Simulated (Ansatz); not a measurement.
# A computed series for YN: response to strain

Consider YN in the rock salt structure (space group Fm-3m, No. 225; a = 4.856 Å).

Strains are applied to the cell and any free atomic positions relax.

Method: PBEsol in Ansatz (plane waves to 420 eV, PAW, spin-orbit coupling left out).

Candidates:
(a) isotropic strain +2.50 %
(b) isotropic strain +1.50 %
(c) isotropic strain −1.00 %

Notes on the quantities. energy relative to the base: free energy F.

Order them by energy relative to the base, highest first.

(a) isotropic strain +2.50 % (+40 meV/atom), (b) isotropic strain +1.50 % (+15 meV/atom), (c) isotropic strain −1.00 % (+7.1 meV/atom)

Whether these cells are dynamically stable was not tested. All final runs are without spin polarisation.

Ansatz is a program for electronic structure.
